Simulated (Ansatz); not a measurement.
Total g(r) from a molecular-dynamics run [in the run: mean pressure -0.7 GPa against a target of 0; one k-point, which a denser mesh shifts by 0.1 GPa in pressure and 0.04 eV/Å in forces]. The numbers are results of PBE (plane waves, PAW; Ansatz, a program for electronic structure), not measurements.

(r (Å), g(r)): (1.02, 0.00); (1.14, 0.00); (1.26, 0.00); (1.38, 0.00); (1.50, 0.00); (1.62, 0.00); (1.74, 0.00); (1.86, 0.00); (1.98, 0.00); (2.10, 0.00); (2.22, 0.00); (2.34, 0.00); (2.46, 0.10); (2.58, 0.90); (2.70, 2.59); (2.82, 3.96); (2.94, 3.78); (3.06, 2.65); (3.18, 1.40); (3.30, 0.67); (3.42, 0.28); (3.54, 0.12); (3.66, 0.14); (3.78, 0.29); (3.90, 0.53); (4.02, 0.73); (4.14, 0.82); (4.26, 0.71); (4.38, 0.50); (4.50, 0.36); (4.62, 0.52); (4.74, 0.98); (4.86, 1.62); (4.98, 2.13); (5.10, 2.17); (5.22, 1.70); (5.34, 1.13); (5.46, 0.76); (5.58, 0.69); (5.70, 0.80); (5.82, 0.88); (5.94, 0.82); (6.06, 0.72); (6.18, 0.75)

Task: Which system gave this curve?
A. AlN (zinc blende; a metastable form), crystal, 2425 K
B. Al (fcc), crystal, 726 K
C. SnO2 (rutile type), crystal, 293 K, 6.9 GPa
D. MoSi2 (C11b type), crystal, 302 K

Result: B, Al (fcc), crystal, 726 K
